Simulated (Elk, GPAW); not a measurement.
An Elk input for a self-consistent single point of Sc3SnB (Pm-3m, 5 atoms in the cell) (DFT, LDA (PW92), all-electron FP-LAPW, Elk's shipped species files, APW+lo basis with extra local orbitals):

```
tasks
  0

xctype
  3

rgkmax
  8.0

gmaxvr
  16.0

nxlo
  2

lorbcnd
  .true.

rmtscf
  0.98

lmaxi
  3

stype
  3

swidth
  0.00367493

scale
  8.814077598

avec
    1.0000000000    0.0000000000    0.0000000000
    0.0000000000    1.0000000000    0.0000000000
    0.0000000000    0.0000000000    1.0000000000

sppath
  './'

atoms
  3   : nspecies
  'Sc.in'   : spfname
  3   : natoms; atposl, bfcmt below
  0.5000000000  0.0000000000  0.5000000000    0.0 0.0 0.0
  0.0000000000  0.5000000000  0.5000000000    0.0 0.0 0.0
  0.5000000000  0.5000000000  0.0000000000    0.0 0.0 0.0
  'Sn.in'   : spfname
  1   : natoms; atposl, bfcmt below
  0.0000000000  0.0000000000  0.0000000000    0.0 0.0 0.0
  'B.in'   : spfname
  1   : natoms; atposl, bfcmt below
  0.5000000000  0.5000000000  0.5000000000    0.0 0.0 0.0

ngridk
  6 6 6
```

### Question
Translate this input to GPAW.

### Answer
This is the input that was run; spellings and numerical settings could be chosen otherwise.

```python
from ase import Atoms
from ase.units import GPa
from gpaw import GPAW, PW, FermiDirac

atoms = Atoms(['Sc', 'Sc', 'Sc', 'Sn', 'B'],
              cell=[[4.664209, 0.000000, 0.000000],
                    [0.000000, 4.664209, 0.000000],
                    [0.000000, 0.000000, 4.664209]],
              scaled_positions=[[0.500000, 0.000000, 0.500000],
                                [0.000000, 0.500000, 0.500000],
                                [0.500000, 0.500000, 0.000000],
                                [0.000000, 0.000000, 0.000000],
                                [0.500000, 0.500000, 0.500000]],
              pbc=True)

calc = GPAW(mode=PW(950),
            xc='LDA',
            kpts={'size': (6, 6, 6), 'gamma': True},
            occupations=FermiDirac(0.1),
            nbands=-13,
            convergence={'density': 1e-05, 'energy': 1e-05},
            symmetry={'symmorphic': False, 'tolerance': 0.0005},
            maxiter=100,
            txt='-')

atoms.calc = calc

energy = atoms.get_potential_energy()
print('Energy (eV):', round(energy, 6))
forces = atoms.get_forces()
print('Forces (eV/Ang):')
print(forces.round(5))
stress = atoms.get_stress()
print('Stress (GPa, Voigt):', (stress / GPa).round(4))
```

Basis settings and potentials, where a program has them, do not carry over. This input uses DFT LDA (Perdew-Wang 92), plane waves, GPAW PAW datasets LDA (gpaw-data 1.0.1). LDA parametrisations can differ slightly between programs.

The starting cell comes from a database of computed structures (which also holds hypothetical and non-ambient phases and stackings), without a prior relaxation at this level. Its lattice was rescaled by a random factor within 2.5 % of one.
